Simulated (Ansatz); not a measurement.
The reference is SnO2 in the rutile structure (space group P4_2/mnm, No. 136; a = 4.7224 Å, c = 3.1903 Å). Axes: x, y, z lie along a, b, c of the conventional cell.

All numbers come from LDA (Ansatz, a quantum-chemistry and plane-wave program, PAW, spin-orbit coupling left out).

One thing is altered: a pure shear with ε_xz = ε_zx = 0.0067, atoms relaxed at fixed cell.

Q: Predict the stress tensor and what it implies for the stiffness.

A: Stress of the strained cell less that of the base (GPa, compression positive):
```
   0.02    0.00   -1.27
   0.00    0.02    0.00
  -1.27    0.00    0.00
```

Then −Δσ/γ with γ = 2ε = 0.0134 gives relaxed-ion elastic constants: C55 ≈ 94 GPa.

No phonon test of stability was made.
